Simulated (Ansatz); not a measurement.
Input:

```xyz
2
Lattice="0.0000 2.2508 2.2508 2.2508 0.0000 2.2508 2.2508 2.2508 0.0000" Properties=species:S:1:pos:R:3 pbc="T T T"
N      0.0000     0.0000     0.0000
Hf     2.2508     2.2508     2.2508
```

No spin polarisation.

A single point on HfN, its geometry relaxed with PBEsol.

Calculations: r2SCAN (Ansatz, a quantum-chemistry and plane-wave program; PAW; 500 eV plane waves; scalar-relativistic without spin-orbit coupling). Γ-centred 18×18×18 mesh, Fermi–Dirac width 0.05 eV.

### Question
Predict the band gap.

### Answer
Zero.

### Question
Predict the pressure.

### Answer
4.6 GPa.

Single points use the geometry relaxed with PBEsol. Whether these cells are dynamically stable was not tested. The final runs are not spin-polarised. The cell is HfN in the rock salt structure (space group Fm-3m, No. 225).
